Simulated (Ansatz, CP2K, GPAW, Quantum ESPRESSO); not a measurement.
# One structure in several programs: In2Ni3S2 (R-3m, 7 atoms in the cell)

Self-consistent single point, at a second geometry (lattice scaled by 0.98). First geometry:

```
In2Ni3S2
1.0
    2.73482     1.57895     4.57088
   -2.73482     1.57895     4.57088
    0.00000    -3.15790     4.57088
In Ni S
2 3 2
Cartesian
  0.00000   0.00000   6.85632
  0.00000   0.00000   0.00000
  1.36741   0.78947   2.28544
 -1.36741   0.78947   2.28544
  0.00000  -1.57895   2.28544
  0.00000   0.00000   9.91532
  0.00000   0.00000   3.79732
```

Shared settings, as Ansatz (an electronic-structure program) writes them: kpoints.mp_grid.grid = 5 5 5; scf.occupations.method = fermi_dirac; scf.occupations.width = 0.01 Ry. Potentials and cutoffs stand in the table.

| code | model | ΔF from the first geometry (meV/atom) | pressure (GPa) | largest force (eV/Å) | cutoff |
|---|---|---|---|---|---|
| CP2K | LDA (Pade form), GPW, DZVP-MOLOPT-SR-GTH basis, GTH-PADE potentials (GTH_POTENTIALS) | -46.6 | -4.42 | 0.036 | grid 600 Ry |
| GPAW | LDA (Perdew-Wang 92), GPAW PAW datasets LDA (gpaw-data 1.0.1) | -46.7 | -4.56 | 0.069 | 850 eV |
| Quantum ESPRESSO | LDA (PZ), PSlibrary PAW (LDA) pseudopotentials | -45.1 | -5.50 | 0.063 | 50 Ry |
| Ansatz | LDA (PW92), PAW files made with PBE | -48.0 | -4.86 | 0.155 | 30.9 Ry |

For Quantum ESPRESSO (by 1.2 GPa) the energy change implies a higher mean pressure, against the two pressures, than for the other programs: a sign of finite-basis (Pulay) stress.

On Ansatz's run: spin polarisation is off, so a magnetic state, if there is one, cannot be reached.

The spread over the programs that give each value: ΔF from the first geometry within 2.9 meV/atom; pressure within 1.08 GPa; largest force within 0.119 eV/Å.

CP2K uses small atom-centred bases, whose incompleteness enters pressures, forces and empty levels differently from a plane-wave cutoff. Ansatz's pressure is given at a fixed set of plane waves, as the other plane-wave codes print theirs; with its correction for the finite basis it is -4.81 GPa. The same LDA comes in different parametrisations, which differ slightly. In the force vectors, CP2K (by 0.105) and Ansatz (by 0.085) lie more than 0.08 eV/Å from the median of the plane-wave programs.

The starting cell comes from a database of computed structures (which also holds hypothetical and non-ambient phases and stackings), without a prior relaxation at this level. Its lattice was rescaled by a random factor within 2.5 % of one. For this run, on top of that: lattice scaled by 0.98.

Keys are those of Ansatz 0.2.
